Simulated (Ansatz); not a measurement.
**Pressure series in AlN**

The reference is AlN in the wurtzite structure (space group P6_3mc, No. 186).

Space group P6₃mc (No. 186); a = b = 3.1066 Å, c = 4.9780 Å, α = β = 90.00°, γ = 120.00°

```json
[
 {"atom": "Al", "site": "2b", "symmetry": "3m.", "x": "0.6667", "y": "0.3333", "z": "0.4966"},
 {"atom": "N", "site": "2b", "symmetry": "3m.", "x": "0.3333", "y": "0.6667", "z": "0.3782"}
]
```

Cell and atoms are relaxed at each pressure.

The values are results of r2SCAN (Ansatz, a quantum-chemistry and plane-wave program, PAW, scalar-relativistic without spin-orbit coupling), earlier PAW set, not measurements.

Candidates:
(a) pressure 2.1 GPa
(b) pressure −2 GPa
(c) pressure 4.5 GPa
(d) pressure 15 GPa

Base values:

* **Band gap**: 4.87 eV

Task: Order them by band gap, highest first.

Result: (d) pressure 15 GPa (5.43 eV), (c) pressure 4.5 GPa (5.05 eV), (a) pressure 2.1 GPa (4.96 eV), (b) pressure −2 GPa (4.79 eV)

Load acts through the strain it causes; cell and atoms are relaxed under it. No phonon test of stability was made. Measured, AlN leaves this structure (for rock salt) near 14 GPa (temperature not stated; as listed in Datta, Sujoy, Jana, Debnarayan, arXiv (2020)), on rising pressure, with hysteresis.
